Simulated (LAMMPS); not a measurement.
Surface tension of liquid Mo over temperature.

Model: classical MD, pair style meam, file MoCoNiVFeAlCr_2nn.meam; code LAMMPS.

```csv
T (K),surface tension,excess energy
2900,1.75 ± 0.06 N/m,2.6 J/m²
3330,1.61 ± 0.04 N/m,2.5 J/m²
3910,1.51 ± 0.07 N/m,2.5 J/m²
```

Errors shown are sampling errors alone.
